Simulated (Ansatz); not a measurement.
**Defect calculation: Ga vacancy + 3 H in wurtzite GaN**

Level of theory: PBE, PAW (plane waves to 420 eV; Ansatz, a first-principles code). A 3×2×2 supercell of 96 sites was used; the energies come from a 2×2×2 shifted sampling of its zone. Sites at the start: the Ga site; 3 H on the vacancy's neighbours. Energies of charged states are corrected for periodic images (point charge plus alignment at distant sites). Dielectric constants: PBE linear response of the host. Host gap at this level: 1.71 eV. A cell of this size leaves errors of a few tenths of an eV. Levels are measured in PBE's own, too narrow, gap. Spin–orbit coupling is left out. Each state is the lowest found from its start.

Formation energies E_f are given with the Fermi level at the valence-band maximum. Chemical conditions: Ga-rich (Δμ(Ga) = 0.00 eV, Δμ(H) = -0.041 eV, bounded by NH3 molecule; only phases computed here count, gases as isolated molecules at 0 K); N-rich (Δμ(Ga) = -0.88 eV, Δμ(H) = -0.34 eV, bounded by NH3 molecule; only phases computed here count, gases as isolated molecules at 0 K). Reference phases: Ga: alpha gallium, H: H2 molecule in a box.

```
charge         moment (μB)  largest move off a lattice site (Å)  image correction with alignment (eV)  E_f, Ga-rich (eV)  E_f, N-rich (eV)
------  ------------------  -----------------------------------  ------------------------------------  -----------------  ----------------
+1†                    1.0                                 0.22                                 -0.01                  –                 –
0       not spin-polarised                                 0.14                                  0.01               0.38              0.38
```

† Not settled in this cell, so no level is given: charge +1: level within 0.1 eV of a band edge or past it.

Flagged in the runs: a host whose relaxation on this sampling wasn't shown to rest.
